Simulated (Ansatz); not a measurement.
We consider GeSiC2 (model structure, started from the AlGaN2 type, P-4m2, No. 115, 4 atoms in the cell), described by LDA (Ansatz, a program for electronic structure, plane waves, PAW).

From the output:

```
Crystal: 4 atoms, lattice volume = 43.423 Å³
Basis set: ecut = 520 eV, 1149 PW (Γ), exchange–correlation on 48×48×72 points (8 copies of the dense FFT grid, shifted against one another)
Bands: 17, of which v1, the nominal top of the filled ones, is band 13 counted from 1 (12 counted from 0)
Symmetry: 8 space group operations
Space group: P-4m2 (ITA 115), of the structure as read, at distance tolerance 3.5e-5 Å
k-points: 105 of 800 (time reversal used)
Functional: x = slater, c = lda
SCF iter   1: F=—  HF=-5310.161580 eV  |F-HF|=—  |Δ(HF+E_count)|=         —  Δρ=9.95e-3  dr2=4.57e-2
SCF iter   2: F=—  HF=-5310.147894 eV  |F-HF|=—  |Δ(HF+E_count)|=   1.37e-2  Δρ=4.42e-3  dr2=5.00e-3
  ...
SCF iter   7: F=—  HF=-5310.145969 eV  |F-HF|=—  |Δ(HF+E_count)|=   2.25e-9  Δρ=3.35e-6  dr2=2.36e-9
SCF iter   8: F=-5310.145969 eV  HF=-5310.145969 eV  |F-HF|=1.03e-10  |Δ(HF+E_count)|=  1.86e-10  Δρ=6.42e-7  dr2=1.04e-10
SCF 1 converged in 8 iterations: F = -5310.145969 eV  dr2 = 1.04e-10
SCF converged after 8 iterations
Free energy (F): -5310.145969 eV
Internal energy: -5310.145969 eV  (E = F + TS)
E sigma→0 (E₀):  -5310.145969 eV
Fermi energy:    11.272831 eV
--- Forces (eV/Å), atoms counted from 1 ---
  atom   1  Ge    -0.00000000     0.00000000     0.00000000
  atom   2  Si    -0.00000000     0.00000000     0.00000000
  atom   3  C      0.00000000     0.00000000    -0.00009166
  atom   4  C      0.00000000    -0.00000000     0.00009166
--- Stress (GPa, compression-positive) ---
        0.000819       0.000000       0.000000
        0.000000       0.000819       0.000000
        0.000000       0.000000       0.000861
  P = ⅓ Tr σ = 0.0008 GPa (0.008 kbar)
```

Task: Write an input file that could have produced this run (the log leaves some choices open).

Result: One answer among several that fit: 
Ansatz 0.2 input:
```yaml
crystal:
  lattice:
    - [3.1338070282, 0.0, 0.0]
    - [0.0, 3.1338070282, 0.0]
    - [0.0, 0.0, 4.4215871812]
  atoms:
    - { symbol: Ge, position: [0.5, 0.5, 0.5] }
    - { symbol: Si, position: [0.0, 0.0, 0.0] }
    - { symbol: C, position: [0.5, 0.0, 0.763285529] }
    - { symbol: C, position: [0.0, 0.5, 0.236714471] }
basis:
  ecutwfc: 520
  ecutrho_ratio: 4
  xc_grid: 2
kpoints:
  mp_grid: { grid: [10, 10, 8] }
  band_path:
    path:
      - [0.0, 0.0, 0.0]
      - [0.0, 0.05, 0.0]
      - [0.0, 0.1, 0.0]
      - [0.0, 0.15, 0.0]
      - [0.0, 0.2, 0.0]
      - [0.0, 0.25, 0.0]
      - [0.0, 0.3, 0.0]
      - [0.0, 0.35, 0.0]
      - [0.0, 0.4, 0.0]
      - [0.0, 0.45, 0.0]
      - [0.0, 0.5, 0.0]
      - [0.05, 0.5, 0.0]
      - [0.1, 0.5, 0.0]
      - [0.15, 0.5, 0.0]
      - [0.2, 0.5, 0.0]
      - [0.25, 0.5, 0.0]
      - [0.3, 0.5, 0.0]
      - [0.35, 0.5, 0.0]
      - [0.4, 0.5, 0.0]
      - [0.45, 0.5, 0.0]
      - [0.5, 0.5, 0.0]
      - [0.464286, 0.464286, 0.0]
      - [0.428571, 0.428571, 0.0]
      - [0.392857, 0.392857, 0.0]
      - [0.357143, 0.357143, 0.0]
      - [0.321429, 0.321429, 0.0]
      - [0.285714, 0.285714, 0.0]
      - [0.25, 0.25, 0.0]
      - [0.214286, 0.214286, 0.0]
      - [0.178571, 0.178571, 0.0]
      - [0.142857, 0.142857, 0.0]
      - [0.107143, 0.107143, 0.0]
      - [0.071429, 0.071429, 0.0]
      - [0.035714, 0.035714, 0.0]
      - [0.0, 0.0, 0.083333]
      - [0.0, 0.0, 0.166667]
      - [0.0, 0.0, 0.25]
      - [0.0, 0.0, 0.333333]
      - [0.0, 0.0, 0.416667]
      - [0.0, 0.0, 0.5]
      - [0.0, 0.05, 0.5]
      - [0.0, 0.1, 0.5]
      - [0.0, 0.15, 0.5]
      - [0.0, 0.2, 0.5]
      - [0.0, 0.25, 0.5]
      - [0.0, 0.3, 0.5]
      - [0.0, 0.35, 0.5]
      - [0.0, 0.4, 0.5]
      - [0.0, 0.45, 0.5]
      - [0.0, 0.5, 0.5]
      - [0.05, 0.5, 0.5]
      - [0.1, 0.5, 0.5]
      - [0.15, 0.5, 0.5]
      - [0.2, 0.5, 0.5]
      - [0.25, 0.5, 0.5]
      - [0.3, 0.5, 0.5]
      - [0.35, 0.5, 0.5]
      - [0.4, 0.5, 0.5]
      - [0.45, 0.5, 0.5]
      - [0.5, 0.5, 0.5]
      - [0.464286, 0.464286, 0.5]
      - [0.428571, 0.428571, 0.5]
      - [0.392857, 0.392857, 0.5]
      - [0.357143, 0.357143, 0.5]
      - [0.321429, 0.321429, 0.5]
      - [0.285714, 0.285714, 0.5]
      - [0.25, 0.25, 0.5]
      - [0.214286, 0.214286, 0.5]
      - [0.178571, 0.178571, 0.5]
      - [0.142857, 0.142857, 0.5]
      - [0.107143, 0.107143, 0.5]
      - [0.071429, 0.071429, 0.5]
      - [0.035714, 0.035714, 0.5]
      - [0.0, 0.5, 0.083333]
      - [0.0, 0.5, 0.166667]
      - [0.0, 0.5, 0.25]
      - [0.0, 0.5, 0.333333]
      - [0.0, 0.5, 0.416667]
      - [0.5, 0.5, 0.083333]
      - [0.5, 0.5, 0.166667]
      - [0.5, 0.5, 0.25]
      - [0.5, 0.5, 0.333333]
      - [0.5, 0.5, 0.416667]
    npoints: 1
hamiltonian:
  xc: lda
  dispersion: none
  pseudopotentials: { kind: paw }
scf:
  occupations: { method: fermi_dirac, width: 0.01 }
  convergence: { dr2_threshold: 0.0000000004 }
output:
  forces: true
  stress: true
  eigenvalues: true
  write_bands: true
```

The PAW data were made under PBE.

Note: the relaxation could raise the start's symmetry but not lower it, so the cell can be a saddle point.

A model structure was made by putting elements into a prototype or built by hand; it is no filed structure, need not be a known phase, and can be a saddle point held by its symmetry.
